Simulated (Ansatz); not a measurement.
ZnS: uniaxial strain ε_zz = −1.08 %

The reference is ZnS in the wurtzite structure (space group P6_3mc, No. 186; a = 3.8061 Å, c = 6.2447 Å). Axes: x lies along a and z along c of the hexagonal cell.

It is then changed as follows: the cell is compressed by 1.08 % along z with no lateral relaxation, atoms relaxed at fixed cell.

Calculations: r2SCAN in Ansatz (plane waves to 500 eV, PAW, no spin-orbit coupling). Settings: 10×10×6 k-points, 0.05 eV Fermi–Dirac smearing.

Volume per atom: 19.37 Å³ (base 19.59 Å³)
Space group: P6_3mc (No. 186) (base P6_3mc (No. 186))
Shortest interatomic distance: 2.324 Å (base 2.333 Å)
Energy relative to the base (free energy F): +1.1 meV/atom
Pressure (mean of the normal stresses, compression positive): 0.90 GPa (base 0.00 GPa)
Band gap: 2.86 eV (base 2.78 eV)
Gap character: direct at Γ (base direct at Γ)
Width of the top valence band: 2.20 eV (base 2.19 eV)
Electron mass: 0.18 mₑ along z, 0.21 mₑ across (at Γ) (base 0.18 mₑ along c, 0.21 mₑ across (at Γ))
Valence-band top at Γ (three highest levels, from the VBM): 0.00, 0.00, -0.03 eV (base 0.00, 0.00, -0.08 eV)
Stress (xx, yy, zz, yz, xz, xy; compression positive): (0.50, 0.50, 1.69, 0.00, 0.00, 0.00) GPa

Effective masses come from finite differences of ±0.01 Å⁻¹. Whether these cells are dynamically stable was not tested.

Ansatz is a first-principles code.
